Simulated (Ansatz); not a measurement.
Ru: isotropic strain −1.50 %

Start from Ru in the hcp (Mg type) structure (space group P6_3/mmc, No. 194; a = 2.6756 Å, c = 4.2237 Å; relaxed with 0.1 eV smearing).

Now apply this change: the cell is scaled by 0.9850 in all directions; the atoms relax in the strained cell.

Method: plane-wave PAW DFT at the LDA level (Ansatz, a program for electronic structure, 420 eV), no spin-orbit coupling. k-mesh 25×25×14 (Γ-centred); smearing 0.1 eV (Fermi–Dirac).

```json
[
 {"quantity": "volume per atom", "base": "13.09 Å³", "changed": "12.51 Å³", "shift": "-0.58 Å³"},
 {"quantity": "space group", "base": "P6_3/mmc (No. 194)", "changed": "P6_3/mmc (No. 194)", "shift": "–"},
 {"quantity": "shortest interatomic distance", "base": "2.617 Å", "changed": "2.577 Å", "shift": "-0.0392 Å"},
 {"quantity": "energy relative to the base (free energy F)", "base": "0 meV/atom", "changed": "+32 meV/atom", "shift": "+32 meV/atom"},
 {"quantity": "pressure (mean of the normal stresses, compression positive)", "base": "0.0 GPa", "changed": "18.5 GPa", "shift": "+18.5 GPa"},
 {"quantity": "band gap", "base": "zero", "changed": "zero", "shift": "–"}
]
```

Whether these cells are dynamically stable was not tested. The final runs are not spin-polarised.
